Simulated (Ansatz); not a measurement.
Ge (P6₃/mmc, No. 194, 8 atoms in the cell; start mp-1091415; another form than the element's usual one)

Calculation: r²SCAN+rVV10 in Ansatz (PAW).

Numerical settings: plane-wave cutoff 560 eV, 18×18×4 k mesh (along the axes of the cell as run), Fermi–Dirac smearing 0.05 eV, scalar-relativistic PAW data made under PBE.

Cell (relaxed at this level):

```yaml
crystal:
  lattice:
    - [3.98936, 0.00000, 0.00000]
    - [-1.99468, 3.45488, 0.00000]
    - [0.00000, 0.00000, 13.10902]
  atoms:
    - { symbol: Ge, position: [0.00000, 0.00000, 0.40685] }
    - { symbol: Ge, position: [0.00000, 0.00000, 0.59315] }
    - { symbol: Ge, position: [0.00000, 0.00000, 0.90685] }
    - { symbol: Ge, position: [0.00000, 0.00000, 0.09315] }
    - { symbol: Ge, position: [0.33333, 0.66667, 0.34410] }
    - { symbol: Ge, position: [0.66667, 0.33333, 0.65590] }
    - { symbol: Ge, position: [0.66667, 0.33333, 0.84410] }
    - { symbol: Ge, position: [0.33333, 0.66667, 0.15590] }
```

For Ge (P6₃/mmc, No. 194, 8 atoms in the cell; start mp-1091415; another form than the element's usual one), the band gap comes out as 0.28 eV (direct).

Spin–orbit coupling is not included.

The computed numbers hold no vibrational or temperature effects.

It cost about 2.9 core-minutes (a rough figure) of CPU time.

A start named mp-… is a Materials Project structure, which need not be a measured phase.

Ansatz is an electronic-structure program.
